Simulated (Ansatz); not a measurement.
**Ti5Ge3 (P6₃/mcm, No. 193)**

All values below come from r²SCAN-D4 (PAW; Ansatz, a first-principles code).

Numerical settings: plane-wave cutoff 500 eV, 6×6×8 k mesh (along the axes of the cell as run), Fermi–Dirac smearing 0.05 eV, no spin polarisation, scalar-relativistic PAW data made under PBE.

Cell (relaxed at this level):

```
CELL_PARAMETERS angstrom
      7.53232     0.00000     0.00000
     -3.76616     6.52318     0.00000
      0.00000     0.00000     5.18256
ATOMIC_POSITIONS crystal
  Ti 0.00000 0.74924 0.75000
  Ti 0.00000 0.25076 0.25000
  Ti 0.25076 0.00000 0.25000
  Ti 0.74924 0.00000 0.75000
  Ti 0.25076 0.25076 0.75000
  Ti 0.74924 0.74924 0.25000
  Ti 0.33333 0.66667 0.50000
  Ti 0.66667 0.33333 0.50000
  Ti 0.66667 0.33333 0.00000
  Ti 0.33333 0.66667 0.00000
  Ge 0.61072 0.61072 0.75000
  Ge 0.38928 0.38928 0.25000
  Ge 0.00000 0.61072 0.25000
  Ge 0.00000 0.38928 0.75000
  Ge 0.38928 0.00000 0.75000
  Ge 0.61072 0.00000 0.25000
```

```yaml
band_gap: zero (no gap)
```

Spin–orbit coupling is not included.

Static lattice: no zero-point or thermal effects.
